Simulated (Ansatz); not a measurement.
YN under a change: isotropic strain −2.00 %

Base system: YN in the rock salt structure (space group Fm-3m, No. 225; a = 4.820 Å).

The change: every lattice vector is shortened by 2.00 %, atoms relaxed at fixed cell.

The values are results of Ansatz (a program for electronic structure) LDA, no spin-orbit coupling, not measurements. Γ-centred 12×12×12 mesh, Fermi–Dirac width 0.05 eV.

| quantity | base | changed | shift |
|---|---|---|---|
| volume per atom | 14.00 Å³ | 13.17 Å³ | -0.823 Å³ |
| space group | Fm-3m (No. 225) | Fm-3m (No. 225) | – |
| shortest interatomic distance | 2.410 Å | 2.362 Å | -0.048 Å |
| energy relative to the base (free energy F) | 0 meV/atom | +31 meV/atom | +31 meV/atom |
| pressure | 0.0 GPa | 12.5 GPa | +12.5 GPa |
| band gap | zero | zero | – |

The mesh was chosen for an insulator and is coarse for the gapless case. No phonon test of stability was made. All final runs are without spin polarisation. Gaps under 0.05 eV, about the width of the smearing, are given as zero. The zero or small gap of YN can change with the level of theory.
